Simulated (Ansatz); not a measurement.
The reference is Zr in the hcp (Mg type) structure (space group P6_3/mmc, No. 194).

```
Zr
1.0
    3.23126     0.00000     0.00000
   -1.61563     2.79835     0.00000
    0.00000     0.00000     5.17316
Zr
2
Direct
  0.66667   0.33333   0.75000
  0.33333   0.66667   0.25000
```

All numbers come from Ansatz (an electronic-structure program) PBE, no spin-orbit coupling.

One change was made to it. Results:

```tsv
quantity	base	after
shortest interatomic distance	318.9 pm	314.6 pm
c/a ratio	1.601	1.607
```

### Question
Which change produced these results?
A. pressure 4.5 GPa
B. pressure 22.5 GPa
C. pressure 9 GPa

### Answer
A, pressure 4.5 GPa. For comparison, the shortest interatomic distance in the other runs: pressure 9 GPa gives 310.9 pm; pressure 22.5 GPa gives 301.1 pm.

Load acts through the strain it causes; cell and atoms are relaxed under it. Stability against distortions was not tested. All final runs are without spin polarisation. Measured, Zr leaves this structure (for the ω phase) near 3 GPa (temperature not stated; as listed in C. Cazorla, D. Alfè, M. J. Gillan, Physical Review B (2008)).
